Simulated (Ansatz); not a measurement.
**Carrier doping in BN**

Base system: BN (space group P6_3/mmc, No. 194; a = 2.501 Å, c = 6.526 Å; layered, stacked along the Cartesian z axis).

Carriers are added at fixed cell with a uniform background; the Fermi–Dirac width is that of 300 K.

Method: r2SCAN+rVV10 (Ansatz, an electronic-structure program; PAW; 500 eV plane waves; no SOC).

Notes on the quantities. Fermi level from band edge: Fermi level relative to the doped band's edge (positive inside the band; to 0.05 eV).

| electron density (10^21 cm⁻³) | Fermi level from band edge (eV) |
|---|---|
| 1 | 0.15 |
| 2 | ? |
| 5 | 0.45 |
| 20 | 0.95 |

Question: Fit E_F = C n^s, fitted as a line in log–log form (a parabolic band gives s = 2/3) to the rows shown and predict the withheld row.

Answer: Least squares on the printed values gives C = 0.16 eV, s = 0.62 (largest residual 0.04 eV); this predicts 0.24 eV, and the run gives 0.25 eV, in agreement.

Charged cell with a jellium background: band edges are those of the host's band count, energies are not comparable with the neutral cell, and many-body gap narrowing is missing. Stability against distortions was not tested.
